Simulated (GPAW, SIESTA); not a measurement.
A SIESTA input for a self-consistent single point of CaTiS₂ (P-3m1, 4 atoms in the cell) (DFT, LDA PW92, numerical atomic orbitals TZP, PseudoDojo LDA standard norm-conserving potentials (rewritten from UPF to PSML)):

```
# files in the folder: Ca.psml Ti.psml S.psml (PseudoDojo LDA standard)
SystemName  CaTiS2
SystemLabel siesta

NumberOfAtoms                4
NumberOfSpecies              3
%block ChemicalSpeciesLabel
  1 20 Ca
  2 22 Ti
  3 16 S
%endblock ChemicalSpeciesLabel
LatticeConstant              1.0 Ang
%block LatticeVectors
     3.645140000    0.000000000    0.000000000
    -1.822570000    3.156784000    0.000000000
     0.000000000    0.000000000    6.541500000
%endblock LatticeVectors
AtomicCoordinatesFormat      Bohr
%block AtomicCoordinatesAndAtomicSpecies
     0.000000000    0.000000000    6.180821722  1
     0.000000000    0.000000000    0.000000000  2
    -0.000003444    3.976973452    9.646284845  3
     3.444161587    1.988483743    2.715358599  3
%endblock AtomicCoordinatesAndAtomicSpecies

XC.functional                LDA
XC.authors                   PW92
PAO.BasisSize                TZP
PAO.EnergyShift              0.005 Ry
MeshCutoff                   300 Ry
%block kgrid.MonkhorstPack
    7   0   0  0.0
    0   7   0  0.0
    0   0   4  0.0
%endblock kgrid.MonkhorstPack
OccupationFunction           FD
ElectronicTemperature        1160.45 K

MaxSCFIterations             150
SCF.Mixer.Method             Pulay
SCF.Mixer.Weight             0.2
SCF.Mixer.History            6
SCF.DM.Tolerance             1.0E-04
Diag.ParallelOverK           true
WriteForces                  true
Charge.Mulliken              end
```

**Question.** Write the same calculation as an input for GPAW.

**Answer.** One input that does it (others would too):

```python
from ase import Atoms
from ase.units import GPa
from gpaw import GPAW, PW, FermiDirac

atoms = Atoms(['Ca', 'Ti', 'S', 'S'],
              cell=[[3.645140, 0.000000, 0.000000],
                    [-1.822570, 3.156784, 0.000000],
                    [0.000000, 0.000000, 6.541500]],
              scaled_positions=[[0.000000, 0.000000, 0.500000],
                                [0.000000, 0.000000, 0.000000],
                                [0.333333, 0.666667, 0.780340],
                                [0.666667, 0.333333, 0.219660]],
              pbc=True)

calc = GPAW(mode=PW(850),
            xc='LDA',
            kpts={'size': (7, 7, 4), 'gamma': True},
            occupations=FermiDirac(0.1),
            nbands=-12,
            convergence={'density': 1e-05, 'energy': 1e-05},
            symmetry={'symmorphic': False, 'tolerance': 0.0005},
            maxiter=100,
            txt='-')

atoms.calc = calc

energy = atoms.get_potential_energy()
print('Energy (eV):', round(energy, 6))
forces = atoms.get_forces()
print('Forces (eV/Ang):')
print(forces.round(5))
stress = atoms.get_stress()
print('Stress (GPa, Voigt):', (stress / GPa).round(4))
```

Basis settings and potentials, where a program has them, do not carry over. This input uses DFT LDA (Perdew-Wang 92), plane waves, GPAW PAW datasets LDA (gpaw-data 1.0.1). LDA parametrisations can differ slightly between programs.

The starting cell comes from a database of computed structures (which also holds hypothetical and non-ambient phases and stackings), without a prior relaxation at this level.
